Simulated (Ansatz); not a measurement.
## Mg2Si, response to strain

The parent structure is Mg2Si (space group Fm-3m, No. 225; a = 6.326 Å). Axes: x, y, z lie along the cube axes.

Strains are applied to the cell and any free atomic positions relax; under biaxial strain the out-of-plane vector relaxes too; under stress the whole cell relaxes.

All numbers come from DFT with PBEsol, PAW potentials and a 420 eV plane-wave cutoff in Ansatz (a first-principles code), without spin-orbit coupling.

Notes on the quantities. pressure: mean of the normal stresses, compression positive.

```csv
variant,pressure,volume per atom,band gap
base,0.0 GPa,21.10 Å³,0.12 eV
"biaxial strain +4.14 %, plane normal [111], relaxed out of plane",-3.0 GPa,?,zero
isotropic strain −3.79 %,?,18.79 Å³,zero
isotropic strain −0.34 %,?,20.88 Å³,0.10 eV
"uniaxial stress, 5 GPa tension along x",–,21.79 Å³,zero
tensor shear ε_xy = −0.46 %,0.00 GPa,21.10 Å³,0.08 eV
```

Question: Some entries are withheld; estimate them.

Answer: 
- biaxial strain +4.14 %, plane normal [111], relaxed out of plane, volume per atom: 22.48 Å³
- isotropic strain −3.79 %, pressure: 8.2 GPa
- isotropic strain −0.34 %, pressure: 0.58 GPa

Beyond what the load breaks, stability against distortions was not tested. The final runs are not spin-polarised. A zero or small gap of Mg2Si can be the functional's error rather than a property of the material.
